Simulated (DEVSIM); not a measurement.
System: In0.53Ga0.47As n-p junction from an implanted or diffused profile, at 300 K.

| layer (left to right) | material | thickness (μm) | Na (cm⁻³) | τn (s) | τp (s) |
|---|---|---|---|---|---|
| 1 | In0.53Ga0.47As | 86.0 | 3.2e14 | 7.5e-9 | 7.5e-9 |

Added donor profile: 5e15 cm⁻³ × exp(−(x − 0.042 μm)²/(2·(0.041 μm)²)). Left contact: ohmic. Right contact: ohmic. Voltage is applied to the left contact. Recombination: SRH at mid-gap, radiative. Mobility is constant in doping.

This is a model device: material constants are rounded textbook-type values typed into the input, and sizes, dopings and lifetimes were drawn at random. Values at 300 K.

```csv
parameter,In0.53Ga0.47As
gap (eV),0.74
affinity (eV),4.51
permittivity,13.9
Nc (cm⁻³),2.1e17
Nv (cm⁻³),7.7e18
μn (cm²/Vs),12000
μp (cm²/Vs),300
B (cm³/s),9.6e-11
```

Model (solved in DEVSIM): 1D drift-diffusion, Boltzmann statistics, complete ionisation; no tunnelling, impact ionisation, image-force lowering or self-heating.

Question: Tabulate band edges, carrier densities and field at -0.7 V on the left contact.

Answer: Energies count from the Fermi level of the right contact; mesh points crowd at the junctions.

```csv
x (μm),Ec (eV),Ev (eV),n (cm⁻³),p (cm⁻³),field (V/cm)
0.000,0.813,0.073,2.6e15,2.3e8,1100
0.02351,0.816,0.076,2.4e15,4.5e11,1400
0.05050,0.821,0.081,2.0e15,1.1e12,2200
0.08299,0.830,0.090,1.4e15,2.2e12,3100
0.1297,0.845,0.105,7.7e14,5.2e12,3200
0.1650,0.856,0.116,5.1e14,8.7e12,2900
0.2027,0.866,0.126,3.4e14,1.4e13,2600
0.2569,0.879,0.139,2.1e14,2.4e13,2200
0.3660,0.899,0.159,9.5e13,5.5e13,1600
0.6276,0.927,0.187,3.2e13,1.7e14,660
1.273,0.942,0.202,1.7e13,3.2e14,35
3.901,0.938,0.198,1.4e13,3.3e14,-23
9.340,0.923,0.183,1.0e13,3.3e14,-31
22.75,0.871,0.131,6.1e12,3.3e14,-45
61.72,0.648,-0.092,2.4e12,3.2e14,-66
76.12,0.550,-0.190,1.7e12,3.2e14,-70
81.99,0.508,-0.232,1.2e12,3.2e14,-71
84.38,0.491,-0.249,6.2e11,3.2e14,-72
85.54,0.483,-0.257,2.1e11,3.2e14,-72
85.83,0.480,-0.260,8.2e10,3.2e14,-72
85.94,0.480,-0.260,2.8e10,3.2e14,-72
86.00,0.479,-0.261,1.9e9,3.2e14,-72
```
